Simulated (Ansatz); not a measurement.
Data:

```
InSb
1.0
    0.00000     3.31828     3.31828
    3.31828     0.00000     3.31828
    3.31828     3.31828     0.00000
In Sb
1 1
Cartesian
  0.00000   0.00000   0.00000
  1.65914   1.65914   1.65914
```

Method: PBEsol, rigid bands (plane waves, PAW, scalar-relativistic; Ansatz, a quantum-chemistry and plane-wave program). Condition of this run: hydrostatic pressure -2 GPa (the target of the relaxation). Geometry: cell and atoms relaxed with PBEsol, then loaded as said.

Q: Is this a good metal at this level?

A: No. No gap is resolved, and few carriers conduct, as in a semimetal or a zero-gap semiconductor. N(E_F) = 0.0070 states/eV a cell at 300 K and the Drude plasma energy along the best axis is 0.196 eV, several times under that of a simple or noble metal.

Spin-orbit coupling is left out; it can open or close a small gap.
